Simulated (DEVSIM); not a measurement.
Structure: Au/SiO2/n-Ge capacitor, at 400 K.

```tsv
layer (left to right)	material	thickness (nm)	Nd (cm⁻³)
1	SiO2	45.0	-
2	Ge	1400	1.9e16
```

Metal gate on the left, work function 5.1 eV. Fixed charge at the semiconductor interface 0 cm⁻² (in units of +e); no interface traps.

The device is made up for the run: typed textbook-type constants, with dimensions and the other settings drawn at random. Values at 300 K; Nc and Nv go as T^1.5, mobilities as T to minus their exponent, the gap by Varshni's rule with the affinity fixed.

```tsv
parameter	SiO2	Ge
gap (eV)	9	0.664
affinity (eV)	0.9	4
permittivity	3.9	16
Nc (cm⁻³)	-	1.04e19
Nv (cm⁻³)	-	6e18
Varshni α (eV/K)	-	0.000477
Varshni β (K)	-	235
```

Model (solved in DEVSIM): 1D Poisson equation in equilibrium, Boltzmann statistics, complete ionisation; no quantum confinement or tunnelling. Metal contacts follow the ideal Schottky-Mott rule: no Fermi-level pinning, no interface dipoles.

**Question.** Tabulate band edges, carrier densities and field at 3.2 V on the gate.

**Answer.** Energies count from the Fermi level of the right contact; mesh points crowd at the junctions.

| x (μm) | Ec (eV) | Ev (eV) | n (cm⁻³) | p (cm⁻³) | field (V/cm) |
|---|---|---|---|---|---|
| 0.000 | 1.000 | -8.000 | < 1e2 | < 1e2 | 480000 |
| 0.001510 | 1.073 | -7.927 | < 1e2 | < 1e2 | 480000 |
| 0.004688 | 1.226 | -7.774 | < 1e2 | < 1e2 | 480000 |
| 0.01197 | 1.579 | -7.421 | < 1e2 | < 1e2 | 480000 |
| 0.03109 | 2.502 | -6.498 | < 1e2 | < 1e2 | 480000 |
| 0.03923 | 2.895 | -6.105 | < 1e2 | < 1e2 | 480000 |
| 0.04309 | 3.082 | -5.918 | < 1e2 | < 1e2 | 480000 |
| 0.04512 | 0.075 | -0.549 | 1.8e18 | 1.1e12 | 120000 |
| 0.04674 | 0.092 | -0.532 | 1.1e18 | 1.8e12 | 90000 |
| 0.05059 | 0.119 | -0.505 | 5.1e17 | 4.0e12 | 58000 |
| 0.05905 | 0.154 | -0.470 | 1.8e17 | 1.1e13 | 31000 |
| 0.09033 | 0.204 | -0.420 | 4.3e16 | 4.7e13 | 8100 |
| 0.1522 | 0.227 | -0.397 | 2.2e16 | 9.1e13 | 1400 |
| 0.2963 | 0.232 | -0.392 | 1.9e16 | 1.1e14 | 35 |
| 0.7683 | 0.232 | -0.392 | 1.9e16 | 1.1e14 | ≈ 0 |
| 1.155 | 0.232 | -0.392 | 1.9e16 | 1.1e14 | ≈ 0 |
| 1.321 | 0.232 | -0.392 | 1.9e16 | 1.1e14 | ≈ 0 |
| 1.391 | 0.232 | -0.392 | 1.9e16 | 1.1e14 | ≈ 0 |
| 1.428 | 0.232 | -0.392 | 1.9e16 | 1.1e14 | ≈ 0 |
| 1.438 | 0.232 | -0.392 | 1.9e16 | 1.1e14 | ≈ 0 |
| 1.443 | 0.232 | -0.392 | 1.9e16 | 1.1e14 | ≈ 0 |
| 1.445 | 0.232 | -0.392 | 1.9e16 | 1.1e14 | ≈ 0 |
